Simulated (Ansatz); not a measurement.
Take HfO₂ in the fluorite structure (space group Fm-3m, No. 225; a = 5.058 Å) as the base.

Levels (all Ansatz, a program for electronic structure, PAW): r2SCAN (500 eV, without spin-orbit coupling); HSE06 (420 eV, without spin-orbit coupling).

Its gap is 4.30 eV with r2SCAN and 5.41 eV with HSE06.

One thing is altered: full substitution Hf → Zr, then cell and atoms are relaxed.

With r2SCAN the gap becomes 3.89 eV.

Task: If the HSE06 correction stayed the same, what would the HSE06 gap be, and what does the HSE06 run give?

Result: A rigid correction of +1.11 eV gives 5.00 eV. The HSE06 run gives 4.98 eV, so the two effects roughly add.

Single points use the geometry relaxed with r2SCAN. HSE06 gaps are upper bounds (no full band path). Spin-orbit coupling, missing from the scalar runs, can matter with Hf. Whether these cells are dynamically stable was not tested. This is not the structure that ZrO2 has at room temperature and ambient pressure. This is not the structure that HfO2 has at room temperature and ambient pressure.
